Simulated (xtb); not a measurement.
xtb 6.7.1, GFN2-xTB: tert-butyl chloride triplet (CC(C)(C)Cl), charge 0, multiplicity 3, 14 atoms. The geometry is a generated start, not checked to be a minimum at this level.

```yaml
run_flags: --grad
method: GFN2-xTB
"--acc": 1 (default)
"--etemp (K)": 300 (default)
basis_functions: 35
valence_electrons: 32
```

```xyz
14

C     -0.2869     1.4284    -0.0095
C      0.0295    -0.0199     0.3352
C      1.3583    -0.4578    -0.2662
C     -1.1022    -0.9489    -0.0801
Cl     0.1869    -0.1272     2.1326
H     -0.4020     1.5306    -1.0870
H     -1.2096     1.7440     0.4719
H      0.5159     2.0846     0.3189
H      2.1642     0.1894     0.0724
H      1.5913    -1.4797     0.0229
H      1.3019    -0.4066    -1.3519
H     -1.2151    -0.9281    -1.1622
H     -2.0399    -0.6379     0.3752
H     -0.8925    -1.9710     0.2278
```

Charge 0 and multiplicity 3 are set for this test and not shown to be the ground state. GFN-xTB has no spin term: --uhf 2 sets the occupations alone.

One run each on 1 thread. Values of broydamp tried: 0.02, 0.05, 0.1, 0.2, 0.4 (default), 0.6, 0.8, 1.

**Question.** How does the count of SCC iterations change with broydamp, and where is it least?

**Answer.** Fewest SCC iterations, within one of each other: 0.2 with 13, 0.4 (default) with 12, 0.6 with 12, 0.8 with 12. The count rises to 22 at 0.02. All converge to one solution.

| broydamp | SCC iterations | end |
|---|---|---|
| 0.02 | 22 | same solution |
| 0.05 | 18 | same solution |
| 0.1 | 16 | same solution |
| 0.2 | 13 | same solution |
| 0.4 (default) | 12 | same solution |
| 0.6 | 12 | same solution |
| 0.8 | 12 | same solution |
| 1 | 14 | same solution |
